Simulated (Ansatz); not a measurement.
**Defect calculation: Bi on the As site (Bi_As) in zinc-blende BAs**

Method: PBE, PAW (plane waves to 420 eV; Ansatz, a first-principles code). Set-up: 64-site cell; 2×2×2 shifted k-points; start: the As site; no spin–orbit coupling; energies good to tenths of an eV.

Neighbours after relaxation, in Å: of the Bi atom: B 2.27, B 2.27, B 2.27, B 2.27.

```tsv
charge	moment (μB)	largest move off a lattice site (Å)
0	not spin-polarised	0.19
```
